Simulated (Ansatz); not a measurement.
An Ansatz (a program for electronic structure) input (PBEsol (Ansatz; PAW; 420 eV plane waves; without spin-orbit coupling)):

Ansatz 0.2 input:
```yaml
crystal:
  lattice:
    - [0, 0, -3.9884775108]
    - [-2.0265735405, 2.8660077862, -1.9942387554]
    - [2.0265735405, 2.8660077862, -1.9942387554]
  atoms:
    - { symbol: Al, position: [0.0011541777, 0.9988458223, 0.9988458223] }
    - { symbol: As, position: [0.2488458223, 0.2511541777, 0.2511541777] }
basis: { ecutwfc: 420, ecutrho_ratio: 4, xc_grid: 2, fft_grid_basis: typed }
kpoints: { mp_grid: { grid: [10, 10, 10] } }
hamiltonian:
  xc: pbesol
  dispersion: none
  pseudopotentials: { kind: paw }
scf: { occupations: { method: fermi_dirac, width: 0.05 }, convergence: { dr2_threshold: 0.0000000002 } }
output: { forces: true, stress: true }
checkpoint: { write: state.ck, write_every: 1000 }
```

Which symmetry and how many k-points will the program report, and about how many plane waves at Γ?

Space group Imm2 (ITA 44) with 4 operations, k-points 171 of 1000, and 917 plane waves at Γ.

And the final pressure?

-0.99 GPa (compression positive).

A biaxial case was relaxed in a doubled cell and then solved in the primitive one. The cells carry an imposed strain or load. Whether these cells are dynamically stable was not tested. The cell was made from AlAs in the zinc blende structure (space group F-43m, No. 216) by this change: biaxial strain +1.01 %, plane normal [110], relaxed out of plane.
